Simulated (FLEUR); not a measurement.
## FLEUR run on InHO2 (Pmn2_1, 8 atoms in the cell): self-consistent single point

Method: LDA (Perdew-Zunger), all-electron FLAPW (FLEUR), scalar-relativistic valence.

Input as run:

Input of the input generator:

```
InHO2 crystal
&input film=f /
1.0000000000 0.0000000000 0.0000000000
0.0000000000 1.3916992572 0.0000000000
0.0000000000 0.0000000000 1.6074367137
6.2332616221
1.0 1.0 1.0

8
49 0.0000000000 0.7279400000 0.0003500000
49 0.5000000000 0.2720600000 0.5003500000
1 0.0000000000 0.8011000000 0.4791100000
1 0.5000000000 0.1989000000 0.9791100000
8 0.0000000000 0.5228200000 0.6385100000
8 0.5000000000 0.4771800000 0.1385100000
8 0.0000000000 0.9815800000 0.3640300000
8 0.5000000000 0.0184200000 0.8640300000

&comp jspins=1 /
&exco xctyp='pz' /
&kpt div1=7 div2=5 div3=4 gamma=t /
&end /
```

```xml
<?xml version="1.0" encoding="UTF-8" standalone="no"?>
<fleurInput fleurInputVersion="0.39">
   <comment>
      InHO2 crystal                                                                                       
   </comment>
   <calculationSetup>
      <cutoffs Kmax="4.7" Gmax="16.4" GmaxXC="16.4" numbands="0"/>
      <scfLoop itmax="80" minDistance="0.00001" maxIterBroyd="40" imix="Anderson" alpha="0.05" precondParam="0.0" spinf="2.0"/>
      <coreElectrons ctail="T" frcor="F" kcrel="0" coretail_lmax="0"/>
      <xcFunctional name="pz" relativisticCorrections="F"/>
      <magnetism jspins="1"/>
      <soc l_soc="F" theta="0.0" phi="0.0" spav="F"/>
      <expertModes spex="0" secvar="F"/>
      <geometryOptimization l_f="T" forcealpha="1.0" forcemix="BFGS" epsdisp="0.00001" epsforce="0.00001"/>
      <ldaU l_linMix="F" mixParam="0.05" spinf="1.0"/>
   </calculationSetup>
   <cell>
      <bzIntegration valenceElectrons="52.0" mode="hist" fermiSmearingEnergy="0.00036749">
         <kPointListSelection listName="default-1"/>
         <!-- k-points included here -->
         <xi:include xmlns:xi="http://www.w3.org/2001/XInclude" href="kpts.xml"> </xi:include>
      </bzIntegration>
      <!-- symmetry operations included here -->
      <xi:include xmlns:xi="http://www.w3.org/2001/XInclude" href="sym.xml"> </xi:include>
      <bulkLattice scale="1.0">
         <bravaisMatrix>
            <row-1>    6.2332616220999997     0.0000000000000000     0.0000000000000000</row-1>
            <row-2>    0.0000000000000000     8.6748255694098368     0.0000000000000000</row-2>
            <row-3>    0.0000000000000000     0.0000000000000000    10.0195735774607559</row-3>
         </bravaisMatrix>
      </bulkLattice>
   </cell>
   <atomSpecies>
      <species name="Indium (In)" element="In" atomicNumber="49">
         <mtSphere radius="2.68" gridPoints="925" logIncrement="0.014"/>
         <atomicCutoffs lmax="10" lnonsphr="8"/>
         <electronConfig flipSpins="F">
            <coreConfig>(1s1/2) (2s1/2) (2p1/2) (2p3/2) (3s1/2) (3p1/2) (3p3/2) (4s1/2) (3d3/2) (3d5/2) (4p1/2) (4p3/2)</coreConfig>
            <valenceConfig>(5s1/2) (4d3/2) (4d5/2) (5p1/2) (5p3/2)</valenceConfig>
            <stateOccupation state="(5p1/2)" spinUp="0.1666666666667" spinDown="0.1666666666667"/>
            <stateOccupation state="(5p3/2)" spinUp="0.3333333333333" spinDown="0.3333333333333"/>
         </electronConfig>
         <energyParameters s="5" p="5" d="5" f="4"/>
         <lo type="SCLO" l="2" n="4" eDeriv="0"/>
      </species>
      <species name="Hydrogen (H)" element="H" atomicNumber="1">
         <mtSphere radius="0.78" gridPoints="273" logIncrement="0.029"/>
         <atomicCutoffs lmax="6" lnonsphr="4"/>
         <electronConfig flipSpins="F">
            <coreConfig></coreConfig>
            <valenceConfig>(1s1/2)</valenceConfig>
            <stateOccupation state="(1s1/2)" spinUp="0.5" spinDown="0.5"/>
         </electronConfig>
         <energyParameters s="1" p="2" d="3" f="4"/>
      </species>
      <species name="Oxygen (O)" element="O" atomicNumber="8">
         <mtSphere radius="1.02" gridPoints="355" logIncrement="0.029"/>
         <atomicCutoffs lmax="6" lnonsphr="4"/>
         <electronConfig flipSpins="F">
            <coreConfig>(1s1/2)</coreConfig>
            <valenceConfig>(2s1/2) (2p1/2) (2p3/2)</valenceConfig>
            <stateOccupation state="(2p1/2)" spinUp="0.6666666666667" spinDown="0.6666666666667"/>
            <stateOccupation state="(2p3/2)" spinUp="1.3333333333333" spinDown="1.3333333333333"/>
         </electronConfig>
         <energyParameters s="2" p="2" d="3" f="4"/>
      </species>
   </atomSpecies>
   <atomGroups>
      <atomGroup species="Indium (In)">
         <relPos label="                   1">.0000000000 -.2720600000 .0003500000</relPos>
         <relPos label="                   2">1.000/2.000 .2720600000 -.4996500000</relPos>
         <force calculate="T" relaxXYZ="TTT"/>
      </atomGroup>
      <atomGroup species="Hydrogen (H)">
         <relPos label="                   3">.0000000000 -.1989000000 .4791100000</relPos>
         <relPos label="                   4">1.000/2.000 .1989000000 -.0208900000</relPos>
         <force calculate="T" relaxXYZ="TTT"/>
      </atomGroup>
      <atomGroup species="Oxygen (O)">
         <relPos label="                   5">.0000000000 -.4771800000 -.3614900000</relPos>
         <relPos label="                   6">1.000/2.000 .4771800000 .1385100000</relPos>
         <force calculate="T" relaxXYZ="TTT"/>
      </atomGroup>
      <atomGroup species="Oxygen (O)">
         <relPos label="                   7">.0000000000 -.0184200000 .3640300000</relPos>
         <relPos label="                   8">1.000/2.000 .0184200000 -.1359700000</relPos>
         <force calculate="T" relaxXYZ="TTT"/>
      </atomGroup>
   </atomGroups>
   <output dos="F" band="F" slice="F">
      <checks vchk="F" cdinf="F"/>
      <bandDOS minEnergy="-.5*Htr" maxEnergy="0.5*Htr" sigma="0.015" storeEVData="T"/>
      <vacuumDOS vacdos="F" integ="F" star="F" nstars="0" locx1="0.0" locy1="0.0" locx2="0.0" locy2="0.0" nstm="0" tworkf="0.0"/>
      <unfoldingBand unfoldBand="F" supercellX="1" supercellY="1" supercellZ="1"/>
      <plotting iplot="0" polar="F">
         <plot TwoD="T" vec1="  1.0  0.0  0.0" vec2="  0.0  1.0  0.0" vec3="  0.0  0.0  1.0" zero="  0.0  0.0  0.0" file="plot"/>
      </plotting>
      <chargeDensitySlicing numkpt="0" minEigenval="0.0" maxEigenval="0.0" nnne="0" pallst="F"/>
      <specialOutput eonly="F"/>
      <magneticCircularDichroism mcd="F" energyLo="-10.0" energyUp="0.0"/>
   </output>
  <!-- We include the file relax.xml here to enable relaxations (see documentation) -->
  <xi:include xmlns:xi="http://www.w3.org/2001/XInclude" href="relax.xml"> <xi:fallback/> </xi:include>
</fleurInput>
```

The program printed (abridged):

```
      Welcome to FLEUR        (www.flapw.de)
      MaX-Release 8.1          (www.max-centre.eu)

 ========== k-point set info ==========
 Selected k-point list: default-1
 k-point list type: mesh
 7 x 5 x 4
 Number of k points: 36

 ------------Calculation Setup---------------------------
           1           2           3           4           6           9          12          18          36
 Number of basis functions:         1004
 Iteration:     1   Distance:      21.48326790 me/bohr^3
 Iteration:     2   Distance:      19.30826611 me/bohr^3
 Iteration:     3   Distance:      11.57001485 me/bohr^3
 Iteration:     4   Distance:       6.88780168 me/bohr^3
 Iteration:     5   Distance:       3.35800946 me/bohr^3
 Iteration:     6   Distance:       1.02162802 me/bohr^3
   [... 7 lines left out ...]
 Iteration:    14   Distance:       0.00195777 me/bohr^3
 Iteration:    15   Distance:       0.00024166 me/bohr^3
 Iteration:    16   Distance:       0.00005048 me/bohr^3
 Iteration:    17   Distance:       0.00003470 me/bohr^3
 Iteration:    18   Distance:       0.00000609 me/bohr^3
 Reset of history

 Run finished successfully
 Stop message:
   Structural relaxation: new displacements generated

[file out, last iteration]
             iter=     19
          p o t e n t i a l   g e n e r a t o r
[...]
          integral of pseudo charge density inside the slab=        0.000000   0.000000
     coulomb potential in the interstitial region:
          density-coulomb potential integrals
          total density-coulomb potenti   -19269.4463707776
          density-effective potential integrals for spin  1
          total density-effective poten   -1.9723477165E+04
          charge density-energy density integrals
          total charge density-energy d   -3.4259193876E+02
 Updated energy parameters for spin:           1
  Atom    1 5s branch from -2.86 to  1.90 htr. ; e_l =  1.1260
  Atom    1 5p branch from -1.34 to  2.50 htr. ; e_l =  1.3098
  Atom    1 5d branch from  0.88 to  3.59 htr. ; e_l =  1.5017
  Atom    1 4f branch from -9.99 to  2.99 htr. ; e_l =  1.6408
  Atom    1 4d branch from-14.37 to  0.88 htr. ; e_l(l  0.8310
  Atom    2 1s branch from -9.99 to  6.64 htr. ; e_l =  0.7599
  Atom    2 2p branch from -9.99 to 15.97 htr. ; e_l =  0.9987
  Atom    2 3d branch from -9.99 to 26.95 htr. ; e_l =  1.1751
  Atom    2 4f branch from -9.99 to 39.91 htr. ; e_l =  1.3344
  Atom    3 2s branch from-17.21 to  4.92 htr. ; e_l =  0.0637
  Atom    3 2p branch from -9.99 to  4.12 htr. ; e_l =  0.3127
  Atom    3 3d branch from -9.99 to 12.43 htr. ; e_l =  0.5085
  Atom    3 4f branch from -9.99 to 20.73 htr. ; e_l =  0.6680
  Atom    4 2s branch from-17.24 to  4.89 htr. ; e_l =  0.0243
  Atom    4 2p branch from -9.99 to  4.09 htr. ; e_l =  0.2727
  Atom    4 3d branch from -9.99 to 12.39 htr. ; e_l =  0.4682
  Atom    4 4f branch from -9.99 to 20.70 htr. ; e_l =  0.6277
[...]
 fermi energy and band-weighting factors:
at   0.00000   0.00000   0.00000   k-weight:    0.007143
   40 eigenvalues :
    0.574524    0.596672    0.659073    0.659395    0.810566    0.819699    0.821758    0.822095
    0.822292    0.829636    0.832818    0.832953    0.834665    0.857610    1.037821    1.077661
    1.095203    1.132076    1.171572    1.179738    1.220612    1.236807    1.249700    1.258535
    1.259013    1.260751    1.323789    1.509597    1.514664    1.556310    1.667831    1.679117
    1.687023    1.707263    1.715765    1.730321    1.817941    1.833875    1.846799    1.865129
   [... 2 blocks of this kind left out ...]

[...]
FERMIE:
          first approx. to ef    (T=0)  :   1.260751 htr   (energy of the highest occ. eigenvalue)
          number of occ. states  (T=0)  :        936
          first approx. to seigv (T=0)  :  49.682353 htr
          sum of weights of occ. states :  26.000000
          sum of semicore charge        :   0.000000 e
FERHIS:  Fermi-Energy by histogram:
          bandgap                     :   0.063039 htr
          charge neutrality (T=0)     :   0.000000    (zero if the highest occ. eigenvalue is "entirely" occupied)
          no eigenvalues within 8 tkb of ef reverts to the t=0 k method.
          number of occ. states       :       936
          sum of the valence weights  :   26.000000
          entropy         :   0.000000 *kb htr/K =   0.00000 htr/K
          sum of val. single particle energies:        49.6823531331 htr
 Direct bandgap for spin            1 :    6.3038889666232834E-002  Htr
 at k-point            1  with k-vector    0.0000000000000000        0.0000000000000000        0.0000000000000000
          valence density: spin= 1
[...]
     l-like charge
     atom     s        p        d        f        total
 -->  1    0.67674  0.72911 10.14394  0.15553   11.78266
 -->  2    0.25995  0.02527  0.00245  0.00043    0.28816
 -->  3    0.88117  1.88245  0.00073  0.00008    2.76445
 -->  4    0.87798  1.90819  0.00170  0.00018    2.78809
          total charge for spin  1=   52.000000
          interst. charge =      16.753264
          mt charge=             11.782657    0.288163    2.764454    2.788095
          total charge  =   52.000000
          z= 49.     r(1)=  0.645805E-05     dx= 0.014000     m.t.index= 925
               n    l     j    energy       weight
               1.   0.   0.5-1016.5631      2.0000
               2.   0.   0.5 -150.8987      2.0000
               2.   1.   0.5 -140.6990      2.0000
   [... 9 lines left out ...]
          atom type    1  (spin 1)
          kinetic energy=  0.606356528391E+04     sum of the eigenvalues= -0.349435515580E+04
          0.00212523  electrons lost from core.
   [... 3 blocks of this kind left out ...]

          total charge for spin  1=  132.000000
          interst. charge =      16.757969
          mt charge=             47.780532    0.288163    4.764342    4.787978
          total charge  =  132.000000
          zc=   132.000000     qfix=    1.000000
     t o t a l  e n e r g y
          sum of eigenvalues =             -7076.8774470251
          density-coulomb potential int   -19269.4463707776
          density-effective potential i   -19723.4771645297
          charge density-ex.-corr.energ     -342.5919387584
          el.-nucl. inter. diff. m.t.      14255.9721382766
          Madelung term for atom type:       -88.2136372590
          el.-nucl. inter. diff. m.t.          0.6108214009
          Madelung term for atom type:        -1.8699286251
          el.-nucl. inter. diff. m.t.        159.5989529723
          Madelung term for atom type:       -30.0321711627
          el.-nucl. inter. diff. m.t.        159.8382391146
          Madelung term for atom type:       -29.5568569598
 ---->    total energy=                   -12056.4081524136 htr
 ---->    (input%tkb*entropy) TS=              0.0000000000 htr
 ---->    free energy=                    -12056.4081524136 htr
      extrapolation for T->0
 ---->    total electron energy=          -12056.4081524136 htr
 ***** TOTAL FORCES ON ATOMS *****
 TOTAL FORCE FOR ATOM TYPE=  1  X=  0.000   Y= -2.360   Z=  0.004
                       FX_TOT= 0.000000 FY_TOT= 0.002101 FZ_TOT= 0.000785
 TOTAL FORCE FOR ATOM TYPE=  2  X=  0.000   Y= -1.725   Z=  4.800
                       FX_TOT= 0.000000 FY_TOT=-0.010432 FZ_TOT= 0.008240
 TOTAL FORCE FOR ATOM TYPE=  3  X=  0.000   Y= -4.139   Z= -3.622
                       FX_TOT= 0.000000 FY_TOT=-0.002207 FZ_TOT=-0.003679
 TOTAL FORCE FOR ATOM TYPE=  4  X=  0.000   Y= -0.160   Z=  3.647
                       FX_TOT= 0.000000 FY_TOT= 0.012738 FZ_TOT=-0.005207
```

The run converged in 18 iterations. FLEUR gives forces in its relaxation mode, with a further iteration, so its stop message speaks of a relaxation.

The starting cell comes from a database of computed structures (which also holds hypothetical and non-ambient phases and stackings), without a prior relaxation at this level. Values depend on the basis (sphere radii, cutoffs, local orbitals), which need not be converged.

Cost on one core of a shared machine: roughly 7 min.
